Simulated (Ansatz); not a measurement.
## Sr under a change: Sr → Mg

Base system: Sr in the fcc (Cu type) structure (space group Fm-3m, No. 225; a = 6.100 Å).

The change: full substitution Sr → Mg, then cell and atoms are relaxed.

Calculations: r2SCAN, PAW, 500 eV (Ansatz, a program for electronic structure; scalar-relativistic without spin-orbit coupling). k-mesh 18×18×18 (Γ-centred); smearing 0.05 eV (Fermi–Dirac), for the changed cell.

```tsv
quantity	base	changed	shift
volume per atom	56.74 Å³	22.73 Å³	-34.01 Å³
density	2.56 g/cm³	1.78 g/cm³	-0.789 g/cm³
lattice parameter a	6.100 Å	4.497 Å	-1.603 Å
space group	Fm-3m (No. 225)	Fm-3m (No. 225)	–
shortest interatomic distance	4.313 Å	3.180 Å	-1.133 Å
band gap	zero	zero	–
```

Final structure:

```
Mg
1.0
    0.00000     2.24848     2.24848
    2.24848     0.00000     2.24848
    2.24848     2.24848     0.00000
Mg
1
Direct
  0.00000   0.00000   0.00000
```

Whether these cells are dynamically stable was not tested. For Mg in this form, whether it has been made was not checked. This is not the structure that Mg has at room temperature and ambient pressure.
